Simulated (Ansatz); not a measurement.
## YN: response to strain

Base system: YN in the rock salt structure (space group Fm-3m, No. 225; a = 4.856 Å). Axes: x, y, z lie along the cube axes.

Strains are applied to the cell and any free atomic positions relax; under biaxial strain the out-of-plane vector relaxes too.

All numbers come from PBEsol (Ansatz, a program for electronic structure; PAW; 420 eV plane waves; no SOC).

Notes on the quantities. energy relative to the base: free energy F; pressure: mean of the normal stresses, compression positive.

| case | energy relative to the base | pressure | band gap | volume per atom |
|---|---|---|---|---|
| base | 0 meV/atom | 0.0 GPa | 0.08 eV | 14.31 Å³ |
| biaxial strain −3.00 %, plane normal [001], relaxed out of plane | (withheld) | (withheld) | zero | (withheld) |
| biaxial strain −1.50 %, plane normal [001], relaxed out of plane | +8.3 meV/atom | 4.3 GPa | zero | 13.99 Å³ |
| biaxial strain −0.50 %, plane normal [001], relaxed out of plane | +0.9 meV/atom | 1.3 GPa | zero | 14.21 Å³ |
| biaxial strain +0.50 %, plane normal [001], relaxed out of plane | +0.9 meV/atom | -12.6 kbar | 0.05 eV | 14.42 Å³ |
| biaxial strain +1.00 %, plane normal [001], relaxed out of plane | +3.4 meV/atom | -2.4 GPa | zero | 14.53 Å³ |
| biaxial strain +1.50 %, plane normal [001], relaxed out of plane | +7.4 meV/atom | -3.5 GPa | zero | 14.64 Å³ |
| biaxial strain +2.00 %, plane normal [001], relaxed out of plane | +13 meV/atom | -4.6 GPa | zero | 14.76 Å³ |
| biaxial strain +2.50 %, plane normal [001], relaxed out of plane | +20 meV/atom | -5.5 GPa | zero | 14.87 Å³ |
| biaxial strain +3.00 %, plane normal [001], relaxed out of plane | +28 meV/atom | -6.4 GPa | zero | 14.98 Å³ |

Problem. What belongs in the blanks?

Solution. 
- biaxial strain −3.00 %, plane normal [001], relaxed out of plane, energy relative to the base: +35 meV/atom
- biaxial strain −3.00 %, plane normal [001], relaxed out of plane, pressure: 9.5 GPa
- biaxial strain −3.00 %, plane normal [001], relaxed out of plane, volume per atom: 13.67 Å³

A case with no gap was solved on a k-mesh chosen for an insulator, which is coarse for it. No phonon test of stability was made. The final runs are not spin-polarised. Gaps under 0.05 eV, about the width of the smearing, are given as zero. The zero or small gap of YN can change with the level of theory.
